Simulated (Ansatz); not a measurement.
Consider the following.

```
CaF2
1.0
    3.37425     0.00000     0.00000
    0.00000     3.99258     0.00000
    0.00000     0.00000     5.71447
Ca F
2 4
Direct
  0.00000   0.14485   0.70092
  0.00000   0.85515   0.20092
  0.50000   0.10229   0.98186
  0.50000   0.89771   0.48186
  0.00000   0.63387   0.85022
  0.00000   0.36613   0.35022
```

No spin polarisation.

A single point on CaF2 with a change (isotropic strain −2.75 %), its geometry relaxed with PBEsol.

All numbers come from Kohn–Sham DFT with the r2SCAN functional, run in Ansatz (a first-principles code) with PAW and 500 eV plane waves, no spin-orbit coupling. k-mesh 10×8×6 (Γ-centred); smearing 0.05 eV (Fermi–Dirac).

**Question.** Predict the gap character, band gap, smallest direct gap and pressure.

**Answer.** 
```json
{
 "gap_character": "indirect, S → Γ",
 "band_gap": "7.31 eV",
 "smallest_direct_gap": "7.71 eV",
 "pressure": "8.91 GPa"
}
```

Single points use the geometry relaxed with PBEsol. Whether these cells are dynamically stable was not tested. The cell was made from CaF₂ (space group Pmc2_1, No. 26; a cell from a computed database, its experimental status unchecked) by this change: isotropic strain −2.75 %.
